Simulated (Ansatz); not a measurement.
Au3Ag (Pm-3m, No. 221, 4 atoms in the cell; start mp-863750) was calculated with LDA (Ansatz, an electronic-structure program, PAW).

Settings: plane-wave cutoff 520 eV, 14×14×14 k mesh, Fermi–Dirac smearing 0.05 eV, no spin polarisation, scalar-relativistic PAW data made under PBE.

Cell (relaxed at this level):

AgAu3 is taken in the cubic space group Pm-3m (No. 221), the Cu3Au type structure, Pearson symbol cP4. Lattice parameters: a = 4.0327 Å, b = 4.0327 Å, c = 4.0327 Å, α = 90.00°, β = 90.00°, γ = 90.00°. Ag on 1b is coordinated by 12 Au at 2.852 Å (cuboctahedral). Au on 3d is coordinated by 4 Ag at 2.852 Å and 8 Au at 2.852 Å (cuboctahedral). (Neighbours: up to the widest gap in distance over summed covalent radii, below 1.35, at either atom.)

Q: Give the computed bulk modulus.

A: 
* **bulk modulus**: 181 GPa

The run finds no gap.

Note: the bulk modulus is −V dP/dV from two relaxed cells at ±2 % in volume; the relaxation could not lower the start's symmetry, so the cell can be a saddle point above a distorted one.

Spin–orbit coupling is not included; it can shift volumes and moduli of such heavy elements.

Static lattice: no zero-point or thermal effects.

Computing time: roughly 2.6 core-minutes.

A start named mp-… is a Materials Project structure, which need not be a measured phase.
